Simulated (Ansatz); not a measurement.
## Pressure series in ZnS

The parent structure is ZnS in the zinc blende structure (space group F-43m, No. 216).

```yaml
crystal:
  lattice:
    - [0.00000, 2.64841, 2.64841]
    - [2.64841, 0.00000, 2.64841]
    - [2.64841, 2.64841, 0.00000]
  atoms:
    - { symbol: Zn, position: [0.00000, 0.00000, 0.00000] }
    - { symbol: S, position: [0.75000, 0.75000, 0.75000] }
```

Cell and atoms are relaxed at each pressure.

Computed with Ansatz (a quantum-chemistry and plane-wave program), LDA, PAW, cutoff 420 eV, no spin-orbit coupling.

Candidates:
(a) pressure −1 GPa
(b) pressure 4.5 GPa
(c) pressure −2 GPa
(d) pressure 22.5 GPa
(e) pressure 0.9 GPa

Before the change:

Band gap: 2.13 eV

Order them by band gap, highest first.

(d) pressure 22.5 GPa (2.58 eV), (b) pressure 4.5 GPa (2.34 eV), (e) pressure 0.9 GPa (2.17 eV), (a) pressure −1 GPa (2.07 eV), (c) pressure −2 GPa (2.02 eV)

Load acts through the strain it causes; cell and atoms are relaxed under it. Stability against distortions was not tested. Measured, ZnS leaves this structure (for rock salt) near 14.7 GPa (temperature not stated; as listed in Datta, Sujoy, Jana, Debnarayan, arXiv (2020)), on rising pressure, with hysteresis.
